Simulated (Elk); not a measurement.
Input and output of a self-consistent single point for La2Cu3Ni (Pmm2, 6 atoms in the cell) (Elk).

Computed with LDA (PW92), all-electron FP-LAPW, Elk's shipped species files, LAPW+lo basis (Elk).

```
La2Cu3Ni
1.0
    3.86769     0.00000     0.00000
    0.00000     4.27753     0.00000
    0.00000     0.00000     7.30738
La Cu Ni
2 3 1
Direct
  0.00000   0.50000   0.01096
  0.00000   0.00000   0.49213
  0.50000   0.00000   0.83332
  0.50000   0.00000   0.16962
  0.50000   0.50000   0.66381
  0.50000   0.50000   0.33016
```

Reference input (self-consistent single point, DFT, PBEsol, all-electron FP-LAPW, Elk's shipped species files, LAPW+lo basis): xctype = 22; rgkmax = 7.5; swidth = 0.00367493 Ha; ngridk = 6 5 3; gmaxvr = 16 1/bohr; nxoapwlo = 1; maxscl = 100. This run's input differs from it in these lines:

```diff
@@ -2,5 +2,2 @@
   0
-
-xctype
-  22
```

Log, with long lists cut:

```
│ Self-consistent loop started │
│ Loop number : 1 │
 total energy                :     -23416.1501490
│ Loop number : 2 │
 total energy                :     -23428.3195710
RMS change in Kohn-Sham potential (target) :    1.032810013     (  0.1000000000E-05)
Absolute change in total energy (target)   :    12.16942204     (  0.1000000000E-03)
│ Loop number : 3 │
 total energy                :     -23426.7937409
RMS change in Kohn-Sham potential (target) :    1.228393154     (  0.1000000000E-05)
Absolute change in total energy (target)   :    1.516525386     (  0.1000000000E-03)
│ Loop number : 4 │
   [... lines left out ...]
Absolute change in total energy (target)   :   0.1781958017E-03 (  0.1000000000E-03)
│ Loop number : 29 │
 total energy                :     -23458.3561271
RMS change in Kohn-Sham potential (target) :   0.1743838474E-05 (  0.1000000000E-05)
Absolute change in total energy (target)   :   0.3503766493E-05 (  0.1000000000E-03)
│ Loop number : 30 │
 total energy                :     -23458.3561467
RMS change in Kohn-Sham potential (target) :   0.3901929751E-06 (  0.1000000000E-05)
Absolute change in total energy (target)   :   0.1874806185E-04 (  0.1000000000E-03)
Convergence targets achieved

│ Loop number : 31 │

Energies :
 Fermi                       :     0.290396365478
 total energy                :     -23458.3561706

Density of states at Fermi energy :    109.6021182
 (states/Hartree/unit cell)

Estimated indirect band gap :   0.1997449031E-02
 from k-point     32 to k-point      5
Estimated direct band gap   :   0.7683332551E-02
 at k-point     16

Charges :
 core                        :    140.0000000
 valence                     :    89.00000000
 interstitial                :    8.808904196
 muffin-tins (core leakage)
  species :    1 (La)
   atom    1                 :    54.59585715     (  0.2264652572E-03)
   atom    2                 :    54.59534547     (  0.2265213980E-03)
  species :    2 (Cu)
   atom    1                 :    27.97712278     (  0.3236247026E-03)
   atom    2                 :    28.01856427     (  0.3240649496E-03)
   atom    3                 :    27.97906088     (  0.3235576939E-03)
  species :    3 (Ni)
   atom    1                 :    27.02514526     (  0.5583707708E-03)
 total in muffin-tins        :    220.1910958
 total calculated charge     :    228.9820889
 total charge                :    229.0000000
 error                       :   0.1791106425E-01

│ Self-consistent loop stopped │
```

The run converged in 31 iterations. The count includes the last loop, which Elk runs after its targets are met. 

The starting cell comes from a database of computed structures (which also holds hypothetical and non-ambient phases and stackings), without a prior relaxation at this level. Spin polarisation is off. Values depend on the basis (sphere radii, cutoffs, local orbitals), which need not be converged. The log's line on a gap gives a spacing of levels on this mesh, which the program prints for metals too.

Cost on one core of a shared machine: roughly 6 min.
